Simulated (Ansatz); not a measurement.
Base system: ZrSi2 (space group Cmcm, No. 63; a = 3.7044 Å, b = 14.7922 Å, c = 3.6789 Å). Axes: x, y, z lie along a, b, c of the conventional cell.

Modification: uniaxial stress, 5 GPa compression along x; all other stress components relax to zero.

Levels (all Ansatz, an electronic-structure program, PAW): PBE (420 eV, no spin-orbit coupling); r2SCAN (500 eV, no SOC).

The geometry is relaxed with PBE.

```
Property        Value
------------  -------
PBE pressure  1.7 GPa
```

Problem. How does going to r2SCAN change the pressure?

Solution. The pressure shrinks by 0.7 GPa, from 1.7 GPa to 1.0 GPa.

Single points use the geometry relaxed with PBE. Their cutoffs differ, which shifts pressures a little. Load acts through the strain it causes; cell and atoms are relaxed under it. Stability under load was not tested beyond the relaxation. The final runs are not spin-polarised.
